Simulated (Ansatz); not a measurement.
Take ZnSe in the zinc blende structure (space group F-43m, No. 216; a = 5.6333 Å) as the base. Axes: x, y, z lie along the cube axes.

Calculations: PBEsol (Ansatz, an electronic-structure program), no SOC.

It is then changed as follows: an isotropic linear strain of +1.50 %; the atoms relax in the strained cell.

Q: Predict the stress tensor and what it implies for the stiffness.

A: Stress of the strained cell less that of the base (GPa, compression positive):
```
  -2.63    0.00    0.00
   0.00   -2.63    0.00
   0.00    0.00   -2.63
```

Then B = −ΔP/(ΔV/V₀) with ΔV/V₀ = 0.0457 gives secant stiffness values (nonlinear terms included at this strain): B ≈ 58 GPa.

As a check, the harmonic strain energy −½ V₀ Δσ:ε is 8.3 meV/atom; the computed energy rise is 8.7 meV/atom.

Whether these cells are dynamically stable was not tested.
